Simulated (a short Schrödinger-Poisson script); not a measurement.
System: MOS inversion layer, SiO2 on p-type Si(110), at 300 K.

```
layer  material  thickness (nm)  Na (cm⁻³)
-----  --------  --------------  ---------
1          SiO2             3.7          -
2            Si             310     1.9e18
```

Constants are typed, rounded textbook-type inputs, not results; the design itself was drawn at random and stands for no fabricated device. SiO2: permittivity 3.9, conduction-band edge (eV) 3.15, gap (eV) 9, electron mass (mₑ) 0.5. Si: permittivity 11.7, conduction-band edge (eV) 0, gap (eV) 1.124, Nv at 300 K (cm⁻³) 3.1e19.

Channel valleys (confinement mass, in-plane density-of-states mass, number): Δ4 0.315, 0.324, 4; Δ2 0.19, 0.417, 2. At the gate the conduction-band edge of layer 1 lies 3.24 eV − eVg above the Fermi level of the channel; the field vanishes at the back. Gaps are held at their typed values at every temperature. Mesh 0.03 nm at interfaces.

Solved with a short Schrödinger-Poisson script written for these runs: 1D Poisson equation in equilibrium, electrons quantum, Hartree (BenDaniel-Duke, 12 states a valley, the channel's in-plane mass for all, wave functions ending at the dielectric), parabolic valleys, classical holes, full ionisation, no traps, pinning or gate leakage.

### Question
List the lowest subbands of each valley and their electrons at Vg = 3.15 V.

### Answer
```csv
valley,subband,energy from the Fermi level (meV),electrons (cm⁻²),share (%)
Δ4,0,2.1,9.14e12,90.2
Δ2,0,55.9,9.80e11,9.7
```

All electrons: 1.01e13 cm⁻².
